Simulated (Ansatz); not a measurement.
Consider MoS2 (space group P6_3/mmc, No. 194; a = 3.173 Å, c = 12.437 Å; layered, stacked along the Cartesian z axis).

The values are results of Kohn–Sham DFT with the r2SCAN+rVV10 functional, run in Ansatz (an electronic-structure program) with PAW and 500 eV plane waves, no spin-orbit coupling, not measurements.

Carriers are added at fixed cell with a uniform background; the Fermi–Dirac width is that of 300 K.

One change was made to it. Results:

```tsv
quantity	base	after
Fermi level relative to the doped band's edge (positive inside the band; to 0.05 eV)	–	+0.90 eV
gap character	indirect, Γ → K–Γ (47 % along)	indirect, Γ → K
gap between the host's bands	1.01 eV	0.99 eV
```

Question: Which of these changes matches the shifts?
(A) electrons 5.0×10^21 cm⁻³
(B) electrons 7.0×10^21 cm⁻³
(C) holes 1.0×10^22 cm⁻³
(D) holes 5.0×10^21 cm⁻³
(E) electrons 1.0×10^22 cm⁻³

Answer: D, holes 5.0×10^21 cm⁻³. For comparison, the Fermi level from band edge in the other runs: electrons 1.0×10^22 cm⁻³ gives +0.60 eV; electrons 7.0×10^21 cm⁻³ gives +0.45 eV; holes 1.0×10^22 cm⁻³ gives +1.15 eV; electrons 5.0×10^21 cm⁻³ gives +0.35 eV.

Charged cell with a jellium background: band edges are those of the host's band count, energies are not comparable with the neutral cell, and many-body gap narrowing is missing. Stability against distortions was not tested.
